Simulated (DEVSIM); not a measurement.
System: abrupt Si p-n junction, at 300 K.

Layer 1 from the left is Si, thickness (μm) 2.00, Na (cm⁻³) 3.8e16, τn (s) 1.1e-7, τp (s) 1.1e-7. Layer 2 from the left is Si, thickness (μm) 7.00, Nd (cm⁻³) 1.7e17, τn (s) 1.1e-7, τp (s) 3.3e-8.

Left contact: ohmic. Right contact: ohmic. Voltage is applied to the left contact. Recombination: SRH at mid-gap, Auger. Mobility is μmin + (μ − μmin)/(1 + (N/Nref)^α).

The device is made up for the run: typed textbook-type constants, with dimensions and the other settings drawn at random. Values at 300 K.

Si: gap (eV) 1.124, affinity (eV) 4.05, permittivity 11.7, Nc (cm⁻³) 2.86e19, Nv (cm⁻³) 3.1e19, μn (cm²/Vs) 1417, μp (cm²/Vs) 470, μn,min 52, μp,min 45, Nref,n 9.7e16, Nref,p 2.2e17, αn 0.68, αp 0.72, Cn (cm⁶/s) 2.8e-31, Cp (cm⁶/s) 9.9e-32.

**Question.** Estimate by hand the built-in potential, the peak field at zero bias, the capacitance at -2 V, and compare with a numerical solution.

**Answer.** 
- Built-in potential: ni = √(Nc Nv) exp(−Eg/2kT) = 1.08e10 cm⁻³ with Eg = 1.124 eV; Vbi = kT/q ln(Na Nd/ni²) = 0.818 V; numerical 0.818 V.
- Peak field at zero bias: depletion approximation: W = √(2εVbi/(qN)) = 0.185 μm with N = 3.11e16 cm⁻³; field = 2Vbi/W = 88700 V/cm; numerical 85800 V/cm (estimate above by 3.3 %).
- Capacitance at -2 V: C = √(qεN / 2(Vbi + |V|)) = 30.2 nF/cm²; numerical 30.5 nF/cm² (estimate below by 0.92 %).

Simulated with DEVSIM: 1D drift-diffusion, Boltzmann statistics, complete ionisation; no tunnelling, impact ionisation, image-force lowering or self-heating.
